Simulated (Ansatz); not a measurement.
System: C (model structure, started from the Si type, R-3, No. 148, 8 atoms in the cell). Method: r²SCAN+rVV10 in Ansatz (plane waves, PAW).

The run printed, among other lines:

```
Crystal: 8 atoms, lattice volume = 44.866 Å³
Basis set: ecut = 560 eV, 1409 PW (Γ), exchange–correlation on 90×90×90 points (27 copies of the dense FFT grid, shifted against one another)
Bands: 24, of which v1, the nominal top of the filled ones, is band 16 counted from 1 (15 counted from 0)
Symmetry: 6 space group operations
Space group: R-3 (ITA 148), of the structure as read, at distance tolerance 3.6e-5 Å
k-points: 172 of 1000
Functional: x = r2scan, c = r2scan + rvv10(b = 11.95, C = 0.0093); τ floored in thin density (d = 2e-4 eV/Å³)
SCF iter   1: F=—  HF=-2004.279207 eV  |F-HF|=—  |Δ(HF+E_count)|=         —  Δρ=1.18e-2  dr2=2.11e-2  dr2_τ=1.31e0
SCF iter   2: F=—  HF=-2004.556091 eV  |F-HF|=—  |Δ(HF+E_count)|=   2.77e-1  Δρ=6.74e-3  dr2=6.19e-3  dr2_τ=3.71e-4
  ...
SCF iter   7: F=—  HF=-2004.556865 eV  |F-HF|=—  |Δ(HF+E_count)|=   3.58e-7  Δρ=4.66e-6  dr2=3.85e-9  dr2_τ=4.19e-10
SCF iter   8: F=-2004.556865 eV  HF=-2004.556865 eV  |F-HF|=1.66e-10  |Δ(HF+E_count)|=   2.21e-9  Δρ=1.15e-6  dr2=2.16e-10  dr2_τ=2.54e-11
SCF 1 converged in 8 iterations: F = -2004.556865 eV  dr2 = 2.16e-10
SCF converged after 8 iterations
Free energy (F): -2004.556865 eV
Internal energy: -2004.556865 eV  (E = F + TS)
E sigma→0 (E₀):  -2004.556865 eV
Fermi energy:    14.634437 eV
--- Forces (eV/Å), atoms counted from 1 ---
  atom   1  C      0.00016837    -0.00021495     0.00014709
  atom   2  C     -0.00016837     0.00021495    -0.00014709
  atom   3  C      0.00010197     0.00025329     0.00014709
  atom   4  C     -0.00010197    -0.00025329    -0.00014709
  atom   5  C     -0.00027034    -0.00003834     0.00014709
  atom   6  C      0.00027034     0.00003834    -0.00014709
  atom   7  C      0.00000000    -0.00000000    -0.00046255
  atom   8  C      0.00000000     0.00000000     0.00046255
--- Stress (GPa, compression-positive) ---
        0.000724      -0.000000       0.000000
        0.000000       0.000724       0.000000
        0.000000       0.000000      -0.002195
  P = ⅓ Tr σ = -0.0002 GPa (-0.002 kbar)
```

Q: Write an input file that could have produced this run (the log leaves some choices open).

A: Several could match; the one computed here: 
Ansatz 0.2 input:
```yaml
crystal:
  lattice:
    - [3.1712867886, 1.8309432811, 1.2878105306]
    - [-3.1712867886, 1.8309432811, 1.2878105306]
    - [0.0, -3.6618865622, 1.2878105306]
  atoms:
    - { symbol: C, position: [-0.0003415322, 0.6896553077, 0.4999297115] }
    - { symbol: C, position: [1.0003415322, 0.3103446923, 0.5000702885] }
    - { symbol: C, position: [0.4999297115, -0.0003415322, 0.6896553077] }
    - { symbol: C, position: [0.5000702885, 1.0003415322, 0.3103446923] }
    - { symbol: C, position: [0.6896553077, 0.4999297115, -0.0003415322] }
    - { symbol: C, position: [0.3103446923, 0.5000702885, 1.0003415322] }
    - { symbol: C, position: [0.6984063891, 0.6984063891, 0.6984063891] }
    - { symbol: C, position: [0.3015936109, 0.3015936109, 0.3015936109] }
basis:
  ecutwfc: 560
  ecutrho_ratio: 4
  xc_grid: 3
kpoints:
  mp_grid: { grid: [10, 10, 10] }
  band_path:
    path:
      - [0.0, 0.0, 0.0]
      - [0.05, 0.0, 0.0]
      - [0.1, 0.0, 0.0]
      - [0.15, 0.0, 0.0]
      - [0.2, 0.0, 0.0]
      - [0.25, 0.0, 0.0]
      - [0.3, 0.0, 0.0]
      - [0.35, 0.0, 0.0]
      - [0.4, 0.0, 0.0]
      - [0.45, 0.0, 0.0]
      - [0.5, 0.0, 0.0]
      - [0.5, -0.05, 0.05]
      - [0.5, -0.1, 0.1]
      - [0.5, -0.15, 0.15]
      - [0.5, -0.2, 0.2]
      - [0.5, -0.25, 0.25]
      - [0.5, -0.3, 0.3]
      - [0.5, -0.35, 0.35]
      - [0.5, -0.4, 0.4]
      - [0.5, -0.45, 0.45]
      - [0.5, -0.5, 0.5]
      - [0.479093, -0.520907, 0.479093]
      - [0.458186, -0.541814, 0.458186]
      - [0.43728, -0.56272, 0.43728]
      - [0.416373, -0.583627, 0.416373]
      - [0.395466, -0.604534, 0.395466]
      - [0.374559, -0.625441, 0.374559]
      - [0.353653, -0.646347, 0.353653]
      - [0.332746, -0.667254, 0.332746]
      - [0.311839, -0.688161, 0.311839]
      - [0.290932, -0.709068, 0.290932]
      - [0.270026, -0.729974, 0.270026]
      - [0.249119, -0.750881, 0.249119]
      - [0.249119, 0.249119, 0.249119]
      - [0.228359, 0.228359, 0.228359]
      - [0.207599, 0.207599, 0.207599]
      - [0.186839, 0.186839, 0.186839]
      - [0.166079, 0.166079, 0.166079]
      - [0.145319, 0.145319, 0.145319]
      - [0.124559, 0.124559, 0.124559]
      - [0.1038, 0.1038, 0.1038]
      - [0.08304, 0.08304, 0.08304]
      - [0.06228, 0.06228, 0.06228]
      - [0.04152, 0.04152, 0.04152]
      - [0.02076, 0.02076, 0.02076]
      - [0.05, -0.05, 0.0]
      - [0.1, -0.1, 0.0]
      - [0.15, -0.15, 0.0]
      - [0.2, -0.2, 0.0]
      - [0.25, -0.25, 0.0]
      - [0.3, -0.3, 0.0]
      - [0.35, -0.35, 0.0]
      - [0.4, -0.4, 0.0]
      - [0.45, -0.45, 0.0]
      - [0.5, -0.5, 0.0]
    npoints: 1
hamiltonian:
  xc: r2scan
  dispersion: rvv10
  pseudopotentials: { kind: paw }
scf:
  occupations: { method: fermi_dirac, width: 0.01 }
  convergence: { dr2_threshold: 0.0000000008 }
output:
  forces: true
  stress: true
  eigenvalues: true
  write_bands: true
```

The PAW data were made under PBE.

Note: the relaxation could raise the start's symmetry but not lower it, so the cell can be a saddle point.

The result took around 40 core-seconds (rough).

A model structure was made by putting elements into a prototype or built by hand; it is no filed structure, need not be a known phase, and can be a saddle point held by its symmetry.

Ansatz is a quantum-chemistry and plane-wave program.
